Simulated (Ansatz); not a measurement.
# Ge well of 9 atomic layers along [001] in random Si0.3Ge0.7, interfaces graded over 4 layers

Prepared with Tersoff's 1989 multicomponent potential (SiCGe.tersoff) run with LAMMPS: minimisation. Geometry as solved with PBE, support functions at accuracy medium on the grid of 370 eV in Ansatz (a first-principles code).

```xyz
648
Lattice="17.02 0.00 0.00 0.00 17.02 0.00 0.00 0.00 51.44" Properties=species:S:1:pos:R:3 pbc="T T T"
Si    -0.06     0.02    -0.01
Ge     1.40     1.43     1.37
Si     2.82     2.85    -0.02
Ge     4.26     4.26     1.36
Ge     2.82     0.00     2.83
Ge     4.22     1.46     4.28
Ge     0.01     2.86     2.86
Si     1.43     4.22     4.29
Ge     0.01     0.05     5.72
Si     1.42     1.48     7.11
Si     2.78     2.84     5.69
Ge     4.22     4.23     7.09
Ge     2.83     0.07     8.53
Si     4.25     1.42     9.96
Si     0.04     2.84     8.51
Si     1.41     4.20     9.91
Ge     0.03     0.06    11.41
Si     1.45     1.45    12.80
Ge     2.85     2.84    11.36
Si     4.26     4.26    12.78
Ge     2.85     0.05    14.21
Si     4.26     1.44    15.62
Ge     0.04     2.83    14.21
Si     1.43     4.24    15.63
Ge     0.00    -0.01    17.09
Ge     1.42     1.44    18.51
Ge     2.85     2.84    17.03
Ge     4.28     4.22    18.53
Ge     2.84     0.01    19.95
Ge     4.28     1.44    21.39
Ge    -0.02     2.86    19.95
Ge     1.41     4.26    21.42
Ge     0.00     0.01    22.87
Ge     1.42     1.42    24.33
Ge     2.84     2.83    22.87
Ge     4.25     4.25    24.34
Ge     2.83     0.00    25.80
Ge     4.25     1.42    27.26
Ge     0.00     2.83    25.80
Ge     1.41     4.25    27.25
Ge    -0.03    -0.03    28.73
Ge     1.39     1.42    30.16
Ge     2.82     2.84    28.71
Ge     4.25     4.27    30.16
Ge     2.82     0.00    31.59
Ge     4.24     1.42    33.04
Ge    -0.03     2.84    31.63
Ge     1.41     4.27    33.06
Ge     0.00     0.05    34.45
Ge     1.41     1.44    35.97
Ge     2.84     2.86    34.51
Si     4.24     4.28    35.89
Si     2.85     0.01    37.34
Si     4.21     1.41    38.68
Si    -0.04     2.89    37.34
Si     1.37     4.27    38.69
Ge     0.01     0.05    40.12
Si     1.42     1.43    41.54
Ge     2.78     2.83    40.08
Ge     4.22     4.25    41.53
Ge     2.80     0.01    42.97
Si     4.22     1.42    44.39
Ge     0.05     2.85    42.96
Si     1.46     4.23    44.38
Si     0.02    -0.02    45.71
Ge     1.41     1.42    47.11
Si     2.84     2.84    45.72
Ge     4.25     4.27    47.11
Ge     2.82     0.01    48.59
Ge     4.23     1.46    50.03
Ge    -0.04     2.79    48.62
Ge     1.42     4.23    50.01
Ge    -0.03     5.67    -0.03
Ge     1.40     7.07     1.42
Ge     2.82     8.51    -0.04
Ge     4.26     9.93     1.39
Ge     2.82     5.63     2.86
Ge     4.26     7.09     4.24
Ge    -0.05     8.48     2.85
Ge     1.39     9.94     4.25
Ge    -0.02     5.65     5.63
Ge     1.41     7.08     7.08
Ge     2.85     8.54     5.68
Ge     4.25     9.99     7.13
Ge     2.80     5.65     8.55
Ge     4.25     7.07    10.01
Ge    -0.01     8.51     8.52
Ge     1.47     9.92     9.95
Ge     0.03     5.63    11.30
Ge     1.44     7.10    12.74
Si     2.87     8.53    11.40
Si     4.20     9.93    12.80
Ge     2.83     5.62    14.20
Ge     4.26     7.06    15.64
Ge    -0.01     8.51    14.19
Ge     1.45     9.95    15.60
Ge     0.01     5.60    17.07
Ge     1.41     7.07    18.52
Ge     2.83     8.50    17.07
Ge     4.25     9.92    18.54
Ge     2.85     5.66    19.97
Ge     4.26     7.09    21.43
Ge     0.01     8.49    19.98
Ge     1.42     9.93    21.43
Ge     0.00     5.67    22.89
Ge     1.42     7.09    24.34
Ge     2.84     8.51    22.88
Ge     4.26     9.93    24.34
Ge     2.83     5.67    25.80
Ge     4.25     7.09    27.25
Ge     0.00     8.51    25.80
Ge     1.42     9.93    27.25
Ge     0.00     5.67    28.71
Ge     1.42     7.09    30.16
Ge     2.84     8.51    28.71
Ge     4.27     9.92    30.16
Ge     2.85     5.71    31.63
Si     4.22     7.11    33.06
Ge    -0.01     8.49    31.62
Ge     1.45     9.89    33.07
Ge    -0.02     5.69    34.51
Si     1.45     7.11    35.85
Si     2.86     8.46    34.47
Ge     4.29     9.90    35.85
Ge     2.80     5.67    37.27
Ge     4.22     7.15    38.71
Ge     0.06     8.51    37.29
Si     1.46     9.91    38.72
Si     0.04     5.67    40.09
Ge     1.41     7.12    41.51
Si     2.83     8.56    40.12
Si     4.19     9.94    41.52
Ge     2.83     5.69    43.00
Si     4.24     7.11    44.41
Si     0.05     8.52    42.96
Si     1.47     9.90    44.30
Ge     0.05     5.64    45.78
Ge     1.44     7.17    47.19
Si     2.86     8.54    45.73
Si     4.25     9.90    47.13
Ge     2.85     5.68    48.59
Ge     4.31     7.08    50.03
Si     0.02     8.55    48.61
Si     1.41     9.90    49.99
Ge     0.05    11.32     0.00
Si     1.41    12.76     1.43
Ge     2.80    14.17     0.03
Ge     4.27    15.59     1.43
Ge     2.83    11.37     2.83
Ge     4.29    12.75     4.30
Ge    -0.04    14.18     2.80
Ge     1.40    15.59     4.27
Ge     0.00    11.41     5.68
Si     1.44    12.74     7.13
Ge     2.82    14.15     5.72
Ge     4.25    15.62     7.11
Si     2.81    11.38     8.51
Ge     4.22    12.77     9.93
Ge     0.04    14.15     8.52
Ge     1.43    15.61     9.98
Ge    -0.02    11.31    11.38
Ge     1.46    12.76    12.78
Si     2.84    14.19    11.36
Ge     4.23    15.60    12.76
Si     2.85    11.34    14.18
Ge     4.21    12.76    15.64
Ge     0.02    14.20    14.22
Ge     1.46    15.60    15.67
Ge     0.02    11.35    17.08
Ge     1.45    12.80    18.51
Si     2.84    14.18    17.07
Ge     4.23    15.59    18.48
Ge     2.84    11.36    19.98
Ge     4.25    12.77    21.43
Ge     0.01    14.19    19.98
Ge     1.43    15.62    21.43
Ge     0.00    11.34    22.89
Ge     1.42    12.77    24.34
Ge     2.84    14.19    22.89
Ge     4.25    15.61    24.34
Ge     2.83    11.35    25.79
Ge     4.25    12.76    27.25
Ge     0.00    14.18    25.80
Ge     1.41    15.60    27.26
Ge     0.00    11.34    28.71
Ge     1.41    12.77    30.17
Ge     2.83    14.18    28.71
Ge     4.26    15.60    30.15
Ge     2.84    11.33    31.61
Ge     4.29    12.73    33.06
Ge    -0.06    14.18    31.59
Ge     1.40    15.59    33.03
Ge     0.00    11.38    34.44
Si     1.41    12.74    35.87
Ge     2.82    14.14    34.49
Ge     4.24    15.59    35.93
Ge     2.81    11.33    37.28
Ge     4.24    12.78    38.71
Ge     0.04    14.18    37.27
Ge     1.47    15.60    38.74
Ge     0.09    11.35    40.14
Si     1.45    12.78    41.57
Si     2.82    14.15    40.16
Ge     4.21    15.57    41.52
Si     2.81    11.32    42.91
Ge     4.25    12.70    44.34
Si     0.04    14.17    42.95
Si     1.37    15.60    44.33
Ge     0.03    11.32    45.69
Ge     1.43    12.75    47.17
Ge     2.81    14.20    45.71
Ge     4.27    15.62    47.14
Ge     2.85    11.27    48.58
Ge     4.24    12.75    50.03
Ge    -0.01    14.17    48.60
Ge     1.37    15.64    50.05
Ge     5.69     0.04     0.01
Si     7.11     1.43     1.41
Ge     8.55     2.86     0.02
Si     9.95     4.31     1.41
Ge     8.47    -0.01     2.83
Ge     9.94     1.42     4.22
Ge     5.69     2.82     2.80
Ge     7.13     4.28     4.19
Ge     5.69    -0.02     5.65
Ge     7.10     1.42     7.10
Ge     8.53     2.86     5.67
Ge     9.95     4.28     7.11
Ge     8.53     0.02     8.56
Si     9.92     1.45     9.97
Ge     5.64     2.81     8.55
Ge     7.08     4.23    10.01
Ge     5.68    -0.01    11.31
Ge     7.13     1.42    12.78
Si     8.54     2.81    11.36
Ge     9.95     4.20    12.79
Si     8.52     0.01    14.21
Ge     9.94     1.40    15.62
Ge     5.66     2.86    14.21
Si     7.08     4.24    15.63
Ge     5.64     0.05    17.05
Ge     7.05     1.45    18.54
Ge     8.48     2.85    17.04
Ge     9.91     4.25    18.52
Ge     8.50     0.02    19.96
Ge     9.92     1.42    21.43
Si     5.67     2.84    19.97
Ge     7.06     4.23    21.41
Ge     5.67     0.01    22.88
Ge     7.09     1.42    24.35
Ge     8.50     2.84    22.88
Ge     9.93     4.26    24.33
Ge     8.51     0.01    25.80
Ge     9.93     1.43    27.26
Ge     5.67     2.84    25.81
Ge     7.10     4.26    27.26
Ge     5.69     0.00    28.71
Ge     7.11     1.43    30.16
Ge     8.54     2.87    28.73
Si     9.93     4.25    30.16
Ge     8.55     0.02    31.62
Si     9.94     1.43    33.02
Ge     5.67     2.84    31.60
Ge     7.09     4.28    33.03
Ge     5.66    -0.02    34.46
Ge     7.09     1.41    35.87
Ge     8.54     2.82    34.43
Ge     9.98     4.24    35.87
Ge     8.54    -0.03    37.28
Ge     9.98     1.44    38.68
Ge     5.61     2.83    37.28
Ge     7.07     4.25    38.71
Ge     5.63    -0.01    40.07
Ge     7.09     1.38    41.55
Ge     8.51     2.83    40.12
Ge     9.97     4.22    41.55
Si     8.50    -0.01    42.95
Ge     9.94     1.42    44.30
Ge     5.63     2.81    42.97
Ge     7.05     4.32    44.36
Si     5.63     0.04    45.74
Ge     7.07     1.40    47.16
Ge     8.50     2.86    45.75
Ge     9.90     4.29    47.22
Ge     8.54     0.03    48.63
Si     9.93     1.44    50.04
Ge     5.68     2.88    48.59
Ge     7.11     4.31    50.03
Si     5.71     5.71     0.02
Si     7.14     7.06     1.39
Si     8.49     8.46    -0.01
Ge     9.89     9.89     1.38
Si     8.53     5.68     2.76
Ge     9.94     7.03     4.23
Ge     5.72     8.48     2.79
Ge     7.08     9.96     4.28
Ge     5.68     5.66     5.66
Ge     7.08     7.09     7.11
Ge     8.52     8.50     5.66
Ge     9.95     9.97     7.07
Ge     8.50     5.67     8.56
Ge     9.93     7.11     9.98
Ge     5.66     8.51     8.55
Ge     7.11     9.92     9.97
Si     5.65     5.63    11.41
Ge     7.07     7.08    12.75
Si     8.50     8.49    11.37
Ge     9.90     9.89    12.76
Ge     8.48     5.63    14.22
Ge     9.92     7.07    15.64
Ge     5.63     8.52    14.19
Ge     7.07     9.93    15.64
Ge     5.71     5.63    17.07
Ge     7.09     7.08    18.53
Ge     8.50     8.51    17.08
Ge     9.93     9.92    18.53
Ge     8.50     5.66    19.98
Ge     9.92     7.08    21.43
Ge     5.67     8.50    19.98
Ge     7.09     9.93    21.43
Ge     5.67     5.66    22.88
Ge     7.09     7.08    24.34
Ge     8.51     8.51    22.89
Ge     9.93     9.92    24.34
Ge     8.52     5.67    25.80
Ge     9.93     7.08    27.27
Ge     5.68     8.51    25.79
Ge     7.10     9.92    27.24
Ge     5.67     5.69    28.71
Ge     7.09     7.11    30.18
Ge     8.51     8.51    28.72
Ge     9.94     9.93    30.17
Ge     8.55     5.66    31.57
Ge     9.94     7.11    33.04
Ge     5.67     8.52    31.68
Si     7.07     9.96    33.07
Ge     5.62     5.70    34.46
Ge     7.05     7.13    35.90
Ge     8.49     8.56    34.46
Si     9.93     9.92    35.88
Ge     8.51     5.67    37.27
Ge     9.90     7.12    38.71
Si     5.68     8.54    37.32
Si     7.07     9.89    38.70
Ge     5.65     5.70    40.12
Ge     7.10     7.14    41.52
Si     8.47     8.54    40.08
Ge     9.90     9.88    41.52
Ge     8.55     5.71    42.95
Si     9.96     7.12    44.35
Ge     5.59     8.52    42.95
Ge     7.04     9.94    44.39
Si     5.66     5.74    45.77
Si     7.09     7.04    47.18
Ge     8.50     8.45    45.77
Ge     9.93     9.88    47.24
Si     8.49     5.71    48.60
Ge     9.94     7.08    50.02
Ge     5.69     8.51    48.53
Ge     7.14     9.91    50.01
Ge     5.72    11.37     0.01
Si     7.12    12.77     1.43
Ge     8.52    14.15     0.01
Ge     9.95    15.58     1.44
Ge     8.53    11.38     2.84
Si     9.97    12.77     4.26
Ge     5.73    14.17     2.85
Si     7.10    15.59     4.25
Si     5.70    11.36     5.72
Si     7.08    12.75     7.07
Ge     8.50    14.16     5.65
Ge     9.93    15.60     7.10
Ge     8.50    11.40     8.51
Si     9.91    12.80     9.92
Ge     5.71    14.18     8.51
Si     7.10    15.61     9.92
Ge     5.61    11.31    11.39
Ge     7.07    12.77    12.78
Ge     8.49    14.20    11.32
Ge     9.90    15.63    12.79
Ge     8.51    11.35    14.21
Ge     9.93    12.78    15.65
Ge     5.66    14.20    14.22
Ge     7.10    15.66    15.62
Ge     5.66    11.36    17.09
Ge     7.09    12.78    18.53
Ge     8.51    14.22    17.08
Ge     9.95    15.65    18.50
Ge     8.51    11.35    19.98
Ge     9.93    12.77    21.43
Ge     5.66    14.20    19.97
Ge     7.09    15.61    21.42
Ge     5.67    11.35    22.88
Ge     7.09    12.77    24.34
Ge     8.51    14.19    22.89
Ge     9.93    15.61    24.35
Ge     8.52    11.35    25.79
Ge     9.94    12.77    27.25
Ge     5.67    14.19    25.79
Ge     7.09    15.60    27.25
Ge     5.67    11.34    28.69
Ge     7.09    12.75    30.14
Ge     8.51    14.18    28.70
Ge     9.93    15.61    30.15
Ge     8.47    11.32    31.62
Ge     9.92    12.74    33.04
Ge     5.68    14.17    31.59
Ge     7.11    15.59    33.03
Si     5.71    11.34    34.46
Si     7.03    12.74    35.88
Ge     8.50    14.16    34.52
Si     9.93    15.61    35.85
Ge     8.46    11.31    37.27
Ge     9.88    12.77    38.71
Si     5.67    14.13    37.27
Ge     7.08    15.53    38.69
Ge     5.67    11.31    40.13
Si     7.10    12.76    41.50
Si     8.47    14.15    40.13
Ge     9.86    15.59    41.53
Ge     8.47    11.36    42.92
Ge     9.91    12.77    44.36
Ge     5.69    14.15    42.92
Ge     7.06    15.65    44.37
Si     5.63    11.31    45.80
Ge     7.08    12.69    47.20
Ge     8.48    14.19    45.80
Ge     9.97    15.60    47.22
Si     8.53    11.32    48.60
Ge     9.95    12.74    49.96
Ge     5.67    14.18    48.59
Ge     7.10    15.60    50.03
Ge    11.34     0.04     0.00
Si    12.79     1.45     1.37
Si    14.19     2.80     0.00
Ge    15.56     4.24     1.41
Ge    14.18     0.02     2.78
Ge    15.57     1.45     4.28
Ge    11.37     2.86     2.78
Ge    12.76     4.26     4.30
Ge    11.36     0.00     5.66
Ge    12.78     1.44     7.10
Si    14.18     2.85     5.70
Ge    15.59     4.23     7.13
Ge    14.18    -0.01     8.55
Ge    15.62     1.47     9.94
Ge    11.36     2.85     8.58
Si    12.81     4.25     9.96
Ge    11.34     0.03    11.34
Ge    12.80     1.45    12.79
Si    14.19     2.87    11.34
Ge    15.60     4.24    12.76
Si    14.18     0.04    14.22
Ge    15.60     1.40    15.63
Si    11.36     2.81    14.21
Ge    12.74     4.23    15.62
Si    11.34     0.03    17.07
Ge    12.74     1.41    18.50
Ge    14.20     2.85    17.09
Si    15.61     4.24    18.51
Ge    14.17     0.00    19.97
Ge    15.60     1.43    21.41
Ge    11.34     2.83    19.97
Ge    12.77     4.25    21.41
Ge    11.34     0.00    22.89
Ge    12.76     1.42    24.34
Ge    14.18     2.83    22.88
Ge    15.60     4.25    24.35
Ge    14.18     0.00    25.80
Ge    15.60     1.41    27.26
Ge    11.34     2.84    25.79
Ge    12.75     4.26    27.25
Ge    11.36     0.00    28.70
Ge    12.77     1.42    30.16
Ge    14.18     2.85    28.70
Ge    15.58     4.28    30.17
Ge    14.23     0.02    31.60
Si    15.61     1.43    33.04
Ge    11.32     2.84    31.60
Ge    12.80     4.28    33.00
Ge    11.34     0.04    34.47
Si    12.76     1.45    35.88
Ge    14.21     2.83    34.47
Si    15.61     4.25    35.92
Ge    14.20     0.07    37.28
Si    15.63     1.45    38.69
Si    11.39     2.83    37.25
Ge    12.79     4.26    38.63
Ge    11.37     0.03    40.17
Si    12.80     1.42    41.57
Ge    14.20     2.81    40.10
Ge    15.65     4.27    41.49
Si    14.19     0.04    42.93
Ge    15.59     1.41    44.38
Si    11.40     2.81    42.93
Ge    12.78     4.21    44.37
Ge    11.39     0.03    45.79
Si    12.78     1.47    47.19
Si    14.17     2.81    45.80
Ge    15.56     4.24    47.19
Ge    14.18     0.06    48.59
Si    15.57     1.41    50.07
Ge    11.35     2.83    48.63
Ge    12.77     4.25    50.10
Si    11.34     5.67     0.04
Si    12.75     7.09     1.35
Si    14.13     8.49    -0.03
Ge    15.55     9.89     1.38
Ge    14.15     5.72     2.82
Si    15.59     7.08     4.24
Ge    11.37     8.48     2.79
Ge    12.74     9.93     4.27
Si    11.34     5.66     5.68
Ge    12.76     7.01     7.10
Ge    14.19     8.47     5.68
Ge    15.58     9.96     7.11
Si    14.16     5.61     8.54
Ge    15.56     7.05     9.91
Ge    11.36     8.51     8.51
Ge    12.79     9.95     9.93
Ge    11.41     5.66    11.37
Si    12.77     7.09    12.79
Ge    14.18     8.50    11.40
Si    15.61     9.91    12.78
Ge    14.16     5.68    14.19
Ge    15.61     7.07    15.65
Ge    11.36     8.47    14.18
Ge    12.77     9.91    15.63
Ge    11.34     5.66    17.08
Ge    12.78     7.07    18.53
Ge    14.20     8.50    17.09
Ge    15.62     9.93    18.53
Ge    14.22     5.64    19.95
Ge    15.60     7.08    21.43
Ge    11.35     8.49    19.98
Ge    12.77     9.93    21.43
Ge    11.36     5.67    22.88
Ge    12.76     7.09    24.34
Ge    14.18     8.51    22.88
Ge    15.60     9.93    24.35
Ge    14.18     5.68    25.80
Ge    15.60     7.09    27.25
Ge    11.35     8.50    25.81
Ge    12.76     9.92    27.27
Ge    11.33     5.64    28.74
Ge    12.78     7.06    30.18
Ge    14.18     8.50    28.72
Ge    15.59     9.93    30.18
Si    14.19     5.67    31.59
Ge    15.54     7.08    33.04
Ge    11.40     8.53    31.62
Si    12.79     9.89    33.08
Ge    11.41     5.71    34.48
Si    12.83     7.10    35.88
Si    14.15     8.49    34.46
Ge    15.59     9.90    35.84
Si    14.21     5.67    37.23
Ge    15.62     7.04    38.67
Ge    11.38     8.52    37.26
Si    12.77     9.91    38.70
Ge    11.35     5.68    40.10
Ge    12.74     7.11    41.55
Ge    14.19     8.52    40.10
Ge    15.66     9.91    41.55
Ge    14.21     5.67    42.94
Ge    15.66     7.09    44.36
Si    11.31     8.50    42.96
Ge    12.75     9.90    44.35
Ge    11.34     5.72    45.78
Si    12.72     7.11    47.22
Ge    14.17     8.47    45.81
Ge    15.63     9.92    47.19
Ge    14.14     5.70    48.60
Ge    15.59     7.15    50.00
Si    11.38     8.49    48.63
Si    12.76     9.85    50.02
Ge    11.37    11.29    -0.05
Ge    12.73    12.78     1.44
Ge    14.19    14.23     0.03
Si    15.62    15.65     1.39
Ge    14.20    11.36     2.86
Si    15.61    12.78     4.24
Si    11.31    14.15     2.86
Ge    12.75    15.57     4.21
Si    11.33    11.37     5.64
Ge    12.76    12.73     7.08
Ge    14.21    14.16     5.65
Ge    15.62    15.59     7.11
Si    14.17    11.34     8.51
Ge    15.57    12.75     9.92
Ge    11.36    14.18     8.55
Si    12.74    15.63     9.94
Ge    11.29    11.37    11.32
Ge    12.75    12.78    12.77
Ge    14.16    14.23    11.34
Ge    15.58    15.65    12.82
Ge    14.20    11.32    14.17
Ge    15.60    12.77    15.64
Ge    11.35    14.22    14.22
Ge    12.76    15.68    15.65
Ge    11.35    11.34    17.08
Ge    12.77    12.77    18.53
Ge    14.18    14.20    17.07
Ge    15.60    15.60    18.54
Ge    14.19    11.35    19.97
Ge    15.61    12.77    21.43
Ge    11.34    14.20    19.97
Ge    12.76    15.60    21.44
Ge    11.35    11.35    22.88
Ge    12.77    12.76    24.34
Ge    14.19    14.18    22.89
Ge    15.60    15.61    24.34
Ge    14.18    11.35    25.81
Ge    15.60    12.78    27.27
Ge    11.36    14.18    25.80
Ge    12.78    15.59    27.26
Ge    11.35    11.35    28.72
Ge    12.78    12.76    30.18
Ge    14.20    14.21    28.75
Si    15.60    15.61    30.16
Ge    14.18    11.32    31.67
Si    15.60    12.76    33.02
Ge    11.34    14.18    31.60
Ge    12.77    15.62    33.02
Ge    11.35    11.28    34.46
Ge    12.76    12.75    35.88
Ge    14.20    14.15    34.43
Ge    15.60    15.61    35.86
Ge    14.18    11.31    37.32
Ge    15.65    12.75    38.71
Ge    11.32    14.22    37.27
Ge    12.78    15.63    38.71
Ge    11.35    11.30    40.09
Ge    12.77    12.75    41.52
Ge    14.21    14.19    40.12
Ge    15.63    15.62    41.58
Ge    14.23    11.36    42.96
Si    15.67    12.78    44.32
Ge    11.34    14.19    42.94
Ge    12.81    15.63    44.32
Ge    11.33    11.33    45.79
Ge    12.77    12.78    47.20
Ge    14.24    14.17    45.73
Ge    15.64    15.65    47.16
Ge    14.16    11.30    48.64
Ge    15.59    12.75    50.06
Si    11.36    14.18    48.60
Ge    12.75    15.60    49.99
```
